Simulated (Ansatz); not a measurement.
Al on the 1x1 (0001) surface of hcp Ru, one in a 2x2 cell, energies for each (25.7 Å²). Energies are against an atom of fcc Al, without zero-point or thermal terms; each row is named by its start.

The numbers are results of PBE (plane waves to 420 eV, PAW; Ansatz, an electronic-structure program), not measurements.

Which site binds most strongly?
A. hollow Ru-Ru-Ru over Ru at depth 2.1 Å
B. top Ru
C. hollow Ru-Ru-Ru

A, hollow Ru-Ru-Ru over Ru at depth 2.1 Å. Adsorption energies: hollow Ru-Ru-Ru over Ru at depth 2.1 Å -0.56 eV; hollow Ru-Ru-Ru -0.44 eV; top Ru 0.31 eV.
